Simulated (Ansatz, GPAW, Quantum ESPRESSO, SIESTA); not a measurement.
## Ru (P6_3/mmc, 2 atoms in the cell) computed with different codes at matched settings

Self-consistent single point.

```
CELL_PARAMETERS angstrom
      2.75576     0.00000     0.00000
     -1.37788     2.38656     0.00000
      0.00000     0.00000     4.34365
ATOMIC_POSITIONS crystal
  Ru 0.33333 0.66667 0.25000
  Ru 0.66667 0.33333 0.75000
```

Shared settings, as Ansatz (a program for electronic structure) writes them: kpoints.mp_grid.grid = 18 18 10; scf.occupations.method = gaussian; scf.occupations.width = 0.0073 Ry. Potentials and cutoffs stand in the table.

```csv
code,model,pressure (GPa),cutoff
SIESTA,"LDA PW92, numerical atomic orbitals DZP, PseudoDojo LDA standard norm-conserving potentials (rewritten from UPF to PSML)",-25.43,grid 300 Ry
Ansatz,"LDA (PW92), PAW files made with PBE",-26.23,30.9 Ry
GPAW,"LDA (Perdew-Wang 92), GPAW PAW datasets LDA (gpaw-data 1.0.1)",-27.07,600 eV
Quantum ESPRESSO,"LDA (PZ), GBRV 1.5 ultrasoft (LDA) pseudopotentials",-26.12,40 Ry
```

On Ansatz's run: spin polarisation is off.

The spread over the programs that give each value: pressure within 1.64 GPa.

SIESTA uses small atom-centred bases, whose incompleteness enters pressures, forces and empty levels differently from a plane-wave cutoff. Ansatz's pressure is given at a fixed set of plane waves, as the other plane-wave codes print theirs; with its correction for the finite basis it is -25.97 GPa (the shift of 0.27 GPa shows how far the cutoff is from converged). The same LDA comes in different parametrisations, which differ slightly.

The starting cell comes from a database of computed structures (which also holds hypothetical and non-ambient phases and stackings), without a prior relaxation at this level. Its lattice was rescaled by a random factor within 2.5 % of one.

Left out of this page: Elk and FLEUR (not drawn, or without a comparable value).

Keys are those of Ansatz 0.2.
